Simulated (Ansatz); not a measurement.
Task: Name crystals whose band gap lies between 1.71 and 2.7 eV and whose hole conductivity mass lies between 0.59 and 0.92 mₑ, by PBEsol, rigid bands (Ansatz, a quantum-chemistry and plane-wave program).

Result: Many crystals can fit; among those computed here:
- KLuS$_{2}$ (R-3m): 2.10 eV, 0.73 mₑ
- CsH (Fm-3m): 2.07 eV, 0.69 mₑ
- KMgH3 (Pm-3m): 2.36 eV, 0.68 mₑ
- LuSF (R-3m): 2.14 eV, 0.74 mₑ
- CaS (Fm-3m): 2.16 eV, 0.80 mₑ

Masses are for dilute carriers at 300 K, harmonic means over directions unless an axis is named. Spin-orbit coupling is left out.

Formula and space group known from diffraction (Crystallography Open Database), not checked to be the room-temperature form: CsH (Fm-3m), KLuS2 (R-3m), KMgH3 (Pm-3m), LuSF (R-3m). The missing spin-orbit coupling matters most for KLuS2 (R-3m), LuSF (R-3m).
